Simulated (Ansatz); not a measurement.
**A computed series for CrCuO2: pressure series**

Consider CrCuO2 (space group R-3m, No. 166; ferromagnetic).

```
CrCuO2
1.0
    1.48189     0.85557     5.64014
   -1.48189     0.85557     5.64014
    0.00000    -1.71114     5.64014
Cu Cr O
1 1 2
Direct
  0.00000   0.00000   0.00000
  0.50000   0.50000   0.50000
  0.10812   0.10812   0.10812
  0.89188   0.89188   0.89188
```

Cell and atoms are relaxed at each pressure.

Computed with Kohn–Sham DFT with the PBEsol functional, run in Ansatz (a quantum-chemistry and plane-wave program) with PAW and 420 eV plane waves, no spin-orbit coupling.

| variant | band gap | volume per atom |
|---|---|---|
| base | 0.92 eV | 10.73 Å³ |
| pressure −2 GPa | 0.98 eV | 10.86 Å³ |
| pressure −1 GPa | 0.95 eV | 10.79 Å³ |
| pressure 0.9 GPa | 0.89 eV | 10.67 Å³ |
| pressure 2.1 GPa | 0.86 eV | 10.59 Å³ |
| pressure 4.5 GPa | 0.79 eV | 10.45 Å³ |
| pressure 9 GPa | 0.67 eV | 10.21 Å³ |
| pressure 15 GPa | 0.51 eV | 9.92 Å³ |

Load acts through the strain it causes; cell and atoms are relaxed under it. Stability against distortions was not tested. No other phases were tried under pressure. No Hubbard U is applied and the magnetic state is the run's own (CrCuO2 ferromagnetic); small cells can't hold the antiferromagnetic order that many such compounds have, so gaps and moments can be off. Where the two band edges lie in opposite spin channels, the gap is a spin-flip gap.
